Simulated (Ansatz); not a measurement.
Short convergence ladders for SnSe2 (P3m1, 3 atoms in the cell)

```yaml
crystal:
  lattice:
    - [1.89928, -3.28966, 0.00000]
    - [1.89928, 3.28966, 0.00000]
    - [0.00000, 0.00000, 6.12158]
  atoms:
    - { symbol: Sn, position: [0.00000, 0.00000, 0.00817] }
    - { symbol: Se, position: [0.33333, 0.66667, 0.25000] }
    - { symbol: Se, position: [0.66667, 0.33333, 0.75000] }
```

Base method: LDA (PW92), default PAW files made with PBE (plane waves; Ansatz, a program for electronic structure).

Base settings: basis.ecutwfc = 420 eV; kpoints.mp_grid.grid = 8 8 4; hamiltonian.xc = lda; hamiltonian.pseudopotentials = {kind: paw} (the program's default PAW files); scf.occupations.method = fermi_dirac; scf.occupations.width = 0.05 eV.

The count of work is k-points × plane waves × bands × iterations; it is no time. Core times come from one kind of shared machine, to one figure; runs under 30 s give none.

**The cutoff for other potential files**

Level: DFT, LDA (PW92), plane waves, harder PAW files (source: ansatz) made with PBE.

In this ladder: hamiltonian.pseudopotentials = {kind: paw, source: ansatz}.

The second cell is the first with its lattice scaled by 0.98.

The mesh stays at the base's, so the ladder's end is converged at best in this setting alone.

The first pressure column holds Ansatz's estimate of the finite-basis (Pulay) stress, which hides part of the cutoff error; the other is without it.

Only quantities that move along the ladder and can be compared are tabulated.

| basis.ecutwfc | free energy less the last step's (meV/atom) | energy of the compressed cell less the first (meV/atom) | pressure (GPa) | pressure without the Pulay estimate (GPa) | largest difference of a force vector from the last step's (eV/Å) | count of work / last |
|---|---|---|---|---|---|---|
| 290 eV | 15843.08 | 29.94 | -0.77 | -491.35 | 0.407 | 0.11 |
| 350 eV | 3176.57 | 38.30 | 1.50 | -129.96 | 0.045 | 0.12 |
| 450 eV | 145.70 | 34.72 | 1.25 | -8.09 | 0.002 | 0.21 |
| 545 eV | 4.78 | 34.95 | 1.26 | 0.89 | 0.000 | 0.28 |
| 640 eV | 0.82 | 34.98 | 1.26 | 1.25 | 0.000 | 0.35 |
| 770 eV | 0.45 | 34.98 | 1.26 | 1.26 | 0.000 | 0.47 |
| 960 eV | 0.08 | 34.98 | 1.26 | 1.26 | 0.000 | 0.66 |
| 1280 eV | 0.00 | 34.98 | 1.26 | 1.26 | 0.000 | 1.0 |

Coarsest basis.ecutwfc that holds the free energy within 1 meV/atom of the last step, with all finer ones: 640 eV, at 0.35 of the last step's count of work; the step before is off by 4.8 meV/atom.

Coarsest basis.ecutwfc that holds the pressure without the Pulay estimate within 0.1 GPa of the last step, with all finer ones: 640 eV, at 0.35 of the last step's count of work; the step before is off by 0.37 GPa.

Coarsest basis.ecutwfc that holds the pressure within 1 GPa of the last step, with all finer ones: 350 eV, at 0.12 of the last step's count of work; the step before is off by 2.0 GPa.

The energy difference between the two cells stays within 1 meV/atom of the last step's from 450 eV on, the total only from 640 eV on: much of the error is common to both cells and cancels.

At the lowest cutoff the pressure without the Pulay estimate lies 493 GPa under the last step's, the usual sign of Pulay stress in an incomplete plane-wave basis.

**The density cutoff**

The mesh stays at the base's, so the ladder's end is converged at best in this setting alone.

Only quantities that move along the ladder and can be compared are tabulated.

```tsv
basis.ecutrho_ratio	free energy less the last step's (meV/atom)	pressure (GPa)
2	-2.88	1.41
3	-0.03	1.27
4	-0.01	1.27
5	0.00	1.27
6	0.00	1.27
8	0.00	1.27
10	0.00	1.27
12	0.00	1.27
16	0.00	1.27
```

Coarsest basis.ecutrho_ratio that holds the pressure within 0.05 GPa of the last step, with all finer ones: 3; the step before is off by 0.14 GPa.

Coarsest basis.ecutrho_ratio that holds the free energy within 2 meV/atom of the last step, with all finer ones: 3; the step before is off by 2.9 meV/atom.

**The relaxed cell against the cutoff**

On SnSe2 (P-3m1, 3 atoms in the cell): atoms on their sites.

In this ladder: relax = cell and atoms.

The mesh stays at the base's, so the ladder's end is converged at best in this setting alone.

Only quantities that move along the ladder and can be compared are tabulated.

| basis.ecutwfc | relaxed volume (Å³/atom) | relaxation steps | core time / last (rough) |
|---|---|---|---|
| 210 eV | 24.606 | 84 | 2 |
| 250 eV | 24.744 | 41 | 1.0 |
| 295 eV | 24.572 | 16 | 0.6 |
| 355 eV | 24.561 | 7 | – |
| 420 eV | 24.539 | 7 | – |
| 505 eV | 24.528 | 7 | 0.5 |
| 630 eV | 24.527 | 7 | 0.6 |
| 840 eV | 24.526 | 7 | 1 |

Coarsest basis.ecutwfc that holds the relaxed volume within 0.025 Å³/atom of the last step, with all finer ones: 420 eV; the step before is off by 0.036 Å³/atom.

At the lowest cutoff the cell relaxes to a volume 0.3 % larger than at the highest. Ansatz relaxes on a stress corrected for the finite basis.

On the base run: the starting cell has typed, rounded lattice constants, without a prior relaxation at this level. Its lattice was rescaled by up to half a per cent. One atom was moved a little off its site on purpose.

Keys are those of Ansatz 0.2.
